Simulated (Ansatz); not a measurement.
**A computed series for Cu3N: response to strain**

Consider Cu$_{3}$N (space group Pm-3m, No. 221; a = 3.721 Å).

Strains are applied to the cell and any free atomic positions relax.

Level of theory: LDA (Ansatz, a first-principles code; PAW; 420 eV plane waves; scalar-relativistic without spin-orbit coupling).

Notes on the quantities. energy relative to the base: free energy F.

```tsv
change	pressure	energy relative to the base	shortest interatomic distance
base	0.0 GPa	0 meV/atom	1.860 Å
isotropic strain −3.00 %	16.8 GPa	+54 meV/atom	1.805 Å
isotropic strain −2.40 %	12.8 GPa	+34 meV/atom	1.816 Å
isotropic strain −1.80 %	9.2 GPa	+19 meV/atom	1.827 Å
isotropic strain −1.20 %	5.9 GPa	+8.1 meV/atom	1.838 Å
isotropic strain −0.60 %	2.8 GPa	+2.0 meV/atom	1.849 Å
```

No phonon test of stability was made. The final runs are not spin-polarised.
